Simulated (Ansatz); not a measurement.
## What isotropic strain −4.67 % does to GaCuSe2

Take GaCuSe$_{2}$ in the chalcopyrite structure (space group I-42d, No. 122; a = 5.608 Å, c = 11.096 Å) as the base.

Modification: the cell is scaled by 0.9533 in all directions; the atoms relax in the strained cell.

Method: r2SCAN/PAW in Ansatz (a program for electronic structure), scalar-relativistic without spin-orbit coupling, earlier PAW set. Settings: 8×8×8 k-points, 0.05 eV Fermi–Dirac smearing.

The volume per atom decreases by 2.92 Å³ (21.81 Å³ → 18.89 Å³) and the space group remains I-42d (No. 122). The energy rises by 112 meV/atom and the pressure (mean of the normal stresses, compression positive) goes from zero to 14.10 GPa. The band gap increases by 0.727 eV to 1.29 eV and the gap character stays direct at Γ. The width of the top valence band rises by 0.35 eV to 1.28 eV and the hole mass changes from 0.083 mₑ along c, 0.68 mₑ across (at Γ) to 0.14 mₑ along c, 0.49 mₑ across (at Γ). The valence-band top at Γ (three highest levels, from the VBM) is still 0.00, -0.11, -0.11 eV and the largest internal atomic displacement is 0.017 Å.

Masses are band curvatures over ±0.01 Å⁻¹ around the edge. Whether these cells are dynamically stable was not tested. The final runs are not spin-polarised.
